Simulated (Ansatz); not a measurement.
The starting structures come from a database of crystals and need not be the phases stable at ambient conditions.

By PBEsol, the system below comes out a metal.

```
CELL_PARAMETERS angstrom
      4.02030     0.00000     0.00000
      0.00000     4.02030     0.00000
      0.00000     0.00000     5.99324
ATOMIC_POSITIONS crystal
  Cu 0.00000 0.00000 0.00000
  Cu 0.50000 0.50000 0.00000
  Cu 0.50000 0.00000 0.26214
  Cu 0.00000 0.50000 0.73786
  Sb 0.50000 0.00000 0.70192
  Sb 0.00000 0.50000 0.29808
```

Space group of this cell: P4/nmm. The cell is taken as given; by PBEsol its mean pressure is -2.0 GPa.

The current flows along the normal of the first two printed cell vectors, the (001) plane of the conventional cell. No spin-orbit coupling; the value is a mean over 0.1 eV about the Fermi level.

Q: Compute, with PBEsol (Ansatz, a program for electronic structure), the ballistic conductance per area.

A: 0.60 × 10¹⁵ S/m² for both spins.
